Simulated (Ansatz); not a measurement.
What Li interstitial (started 2.78 Å from the nearest host atom), symmetric start does to Mg2Ge

Consider a 24-atom supercell of Mg₂Ge in the anti-fluorite structure (space group Fm-3m, No. 225; a = 6.421 Å) at its relaxed geometry.

The change: one Li atom is added in an open site, starting 2.78 Å from the nearest host atom, atoms relaxed at fixed cell.

All numbers come from Kohn–Sham DFT with the PBE functional, run in Ansatz (a first-principles code) with PAW and 420 eV plane waves, scalar-relativistic without spin-orbit coupling, earlier PAW set. k-mesh 4×4×4 (Γ-centred); smearing 0.01 eV (Fermi–Dirac).

```json
[
 {"quantity": "pressure", "base": "0.0 GPa", "changed": "0.5 GPa", "shift": "+0.5 GPa"},
 {"quantity": "gap of the supercell", "base": "0.16 eV", "changed": "zero", "shift": "–"},
 {"quantity": "total moment of the cell", "base": "–", "changed": "0.0 μB", "shift": "–"},
 {"quantity": "largest displacement of a host atom from its site in the perfect cell", "base": "–", "changed": "0.09 Å", "shift": "–"},
 {"quantity": "final site of the added atom", "base": "–", "changed": "6 Ge at 3.17 Å (octahedral)", "shift": "–"}
]
```

The magnetic state is the one reached from the starting moments; the real material's order can differ, and small cells can't hold many antiferromagnetic ones. The cell is small, so the values are those of an ordered compound at a high defect concentration; dilute-limit values will differ. The mesh was chosen for an insulator and is coarse for the gapless case. The defect started on the symmetric site and kept its symmetry, so it may sit on a saddle. Seeded moments were not kept for Li interstitial (started 2.78 Å from the nearest host atom). The defect cell is spin-polarised and ends with 0.0 μB. The zero or small gap of Mg2Ge can change with the level of theory.
